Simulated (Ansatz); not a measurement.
Base system: FeHO2 (space group Pmn2_1, No. 31; ferromagnetic; a cell from a computed database, its experimental status unchecked).

```
FeHO2
1.0
    2.77414     0.00000     0.00000
    0.00000     4.20453     0.00000
    0.00000     0.00000     4.68596
Fe H O
2 2 4
Direct
  0.50000   0.73781   0.50959
  0.00000   0.26219   0.00959
  0.50000   0.78348   0.99846
  0.00000   0.21652   0.49846
  0.50000   0.98692   0.86090
  0.00000   0.01308   0.36090
  0.50000   0.51150   0.16285
  0.00000   0.48850   0.66285
```

Level of theory: Ansatz (a first-principles code), PBEsol, PAW, cutoff 420 eV, no spin-orbit coupling.

Base values:

| Item | Value |
|---|---|
| Largest site moment | 0.83 μB |
| Density | 5.40 g/cm³ |
| Space group | Pmn2_1 (No. 31) |

The change: full substitution O → F, then cell and atoms are relaxed.

Question: Estimate the effect on the largest site moment, density and space group.

Answer: The largest site moment rises by 2.07 μB to 2.90 μB; the density decreases by 1.32 g/cm³ to 4.08 g/cm³; the space group changes from Pmn2_1 (No. 31) to Pnnm (No. 58).

No phonon test of stability was made. As relaxed here, FeHF2 is a hypothetical phase, not in the database extracts checked. No Hubbard U is applied and the magnetic state is the run's own (FeHF2 ferromagnetic; FeHO2 ferromagnetic); small cells can't hold the antiferromagnetic order that many such compounds have, so gaps and moments can be off.
